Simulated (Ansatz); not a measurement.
**Carrier properties of Si under load (space group I4_1/amd)**

Here is the system:

```xyz
2
Lattice="0.0000 2.7372 2.7111 2.7372 0.0000 2.7111 2.7372 2.7372 0.0000" Properties=species:S:1:pos:R:3 pbc="T T T"
Si     1.3686     1.3686     1.3556
Si     0.0000     0.0000     0.0000
```

All values below come from r2SCAN with spin-orbit coupling, rigid bands (plane waves, PAW; Ansatz, an electronic-structure program). Condition of this run: biaxial stress xx = yy = -1 GPa (compression positive) (the target of the relaxation). Geometry: cell and atoms relaxed with r2SCAN, then loaded as said.

The band gap comes out as 0.67 eV, the electron conductivity mass (300 K, dilute) is 0.21 (x), 0.21 (y), 0.78 (z) mₑ and the hole conductivity mass (300 K, dilute) is 0.34 mₑ. The effective density of states N_c (300 K) is 1.0e19 cm⁻³ and the effective density of states N_v (300 K) comes out as 7.8e18 cm⁻³. The density-of-states mass, electrons is 0.56 mₑ and the density-of-states mass, holes is 0.46 mₑ. The Seebeck coefficient, n-type 1e19 cm⁻³, 300 K is -258 μV/K and the Seebeck coefficient, p-type 1e19 cm⁻³, 300 K comes out as 282 μV/K. The best p-type power factor at 300 K for τ = 10 fs (best axis; densities from 1e16 to 1e21 cm⁻³ tried, whether or not they can be reached) is 14.3 μW/(cm·K²) at 1e20 cm⁻³.

Rigid bands; masses and Seebeck coefficients take one relaxation time τ for all states and one kind of carrier; polarons and phonon drag are left out.
